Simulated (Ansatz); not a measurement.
The starting structures come from a database of crystals and need not be the phases stable at ambient conditions.

By PBEsol, the system below comes out a metal.

Data:

```
Pt2V
1.0
    2.72222     0.00000     0.00000
    0.00000     3.80479     0.00000
    1.36111     1.90240     4.18454
V Pt
1 2
Cartesian
  0.00000   0.00000   0.00000
  1.36111   1.90240   1.34466
  2.72222   3.80479   2.83988
```

Space group of this cell: Immm. The cell is taken as given; by PBEsol its mean pressure is -5.0 GPa.

The current flows along the normal of the first two printed cell vectors. No spin-orbit coupling; the value is a mean over 0.1 eV about the Fermi level.

Task: State the ballistic conductance per area according to PBEsol run with Ansatz (an electronic-structure program).

Result: 0.47 × 10¹⁵ S/m² for both spins.
